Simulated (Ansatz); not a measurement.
Consider Cu₃Pt in the Cu3Au type structure (space group Pm-3m, No. 221; a = 3.6671 Å; relaxed with 0.1 eV smearing). Axes: x, y, z lie along the cube axes.

The values are results of DFT with PBEsol, PAW potentials and a 420 eV plane-wave cutoff in Ansatz (a quantum-chemistry and plane-wave program), no spin-orbit coupling, not measurements.

The change: uniaxial strain ε_xx = +1.18 %, all other strain components held at zero, atoms relaxed at fixed cell.

Question: Predict the stress tensor and what it implies for the stiffness.

Answer: Stress of the strained cell less that of the base (GPa, compression positive):
```
   -2.8     0.0     0.0
    0.0    -2.0     0.0
    0.0     0.0    -2.0
```

Then −Δσ_ii/ε with ε = 0.0118 gives relaxed-ion elastic constants: C11 ≈ 239 GPa, C12 ≈ 167 GPa and C13 ≈ 167 GPa.

Whether these cells are dynamically stable was not tested. The final runs are not spin-polarised.
